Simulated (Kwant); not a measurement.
Device: quantum point contact (saddle potential) in a In0.53Ga0.47As two-dimensional gas. Effective mass 0.041 mₑ, grid spacing 5 nm, hard walls, nominal width 150 nm (29 grid rows, so walls 150 nm apart), one parabolic valley, scattering region 450 nm long along x; energies count from the band bottom; Fermi energy 0.0146 eV. Potential (V0 + ½k y²) cos²(πx/L) for |x| < L/2, with V0 swept from 0.01533 to 0 eV, k = 2.4e-05 eV/nm², L = 340 nm.

Constants are typed, rounded textbook-type inputs, not results; the design itself was drawn at random and stands for no fabricated device.

Model: effective-mass tight-binding model on a square grid, one spin, coherent transport at 0 K (Kwant). Conductance is in e²/h.

Task: Compare with the saddle-point formula G = Σ 1/(1 + exp(−2π(E − V0 − ħωy(n + ½))/ħωx)), taking ħωy = ħ√(k/m) and ħωx from the curvature along x of V0 plus half of the mode's confinement energy.

Result: ħωy = 6.68 meV; at V0 = 12.4 meV the lowest mode has ħωx = 2.12 meV.

```tsv
V0 (meV)	formula	simulation
14.4	0.00015	0.00013
12.4	0.029	0.030
10.4	0.93	0.94
8.44	1.00	1.00
6.44	1.00	1.00
4.44	1.62	1.71
```

The formula takes a parabolic saddle in the continuum; the run has the full potential on a grid.
